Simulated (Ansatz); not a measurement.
This Ansatz (an electronic-structure program) input is the reference run, LiH in the rock salt structure (space group Fm-3m, No. 225), computed with Ansatz r2SCAN, no spin-orbit coupling:

Ansatz 0.2 input:
```yaml
crystal:
  lattice:
    - [0, 2.0027148983, 2.0027148983]
    - [2.0027148983, 0, 2.0027148983]
    - [2.0027148983, 2.0027148983, 0]
  atoms:
    - { symbol: H, position: [0, 0, 0] }
    - { symbol: Li, position: [0.5, 0.5, 0.5] }
basis: { ecutwfc: 500, ecutrho_ratio: 4, xc_grid: 4, fft_grid_basis: typed }
kpoints: { mp_grid: { grid: [14, 14, 14] } }
hamiltonian:
  xc: r2scan
  dispersion: none
  pseudopotentials: { kind: paw }
scf: { occupations: { method: fermi_dirac, width: 0.05 }, convergence: { dr2_threshold: 0.0000000002 } }
output: { forces: true, stress: true }
```

Write the input for this change: uniaxial stress, 5 GPa compression along x, with the cell and atoms free to relax against it.


Ansatz 0.2 input:
```yaml
crystal:
  lattice:
    - [0, 2.0027148983, 2.0027148983]
    - [2.0027148983, 0, 2.0027148983]
    - [2.0027148983, 2.0027148983, 0]
  atoms:
    - { symbol: H, position: [0, 0, 0] }
    - { symbol: Li, position: [0.5, 0.5, 0.5] }
basis: { ecutwfc: 500, ecutrho_ratio: 4, xc_grid: 4, fft_grid_basis: typed }
kpoints: { mp_grid: { grid: [14, 14, 14] } }
hamiltonian:
  xc: r2scan
  dispersion: none
  pseudopotentials: { kind: paw }
scf: { occupations: { method: fermi_dirac, width: 0.05 } }
relax: { f_tol: 0.005, max_steps: 50, cell: { stress_tol: 0.01, sigma_target: [5, 0, 0, 0, 0, 0] } }
output: { forces: true, stress: true }
checkpoint: { write: state.ck, write_every: 1000 }
```
This is the input that was run.

Load acts through the strain it causes; cell and atoms are relaxed under it. sigma_target is in GPa, compression positive, in the order xx, yy, zz, yz, xz, xy. Stability under load was not tested beyond the relaxation.
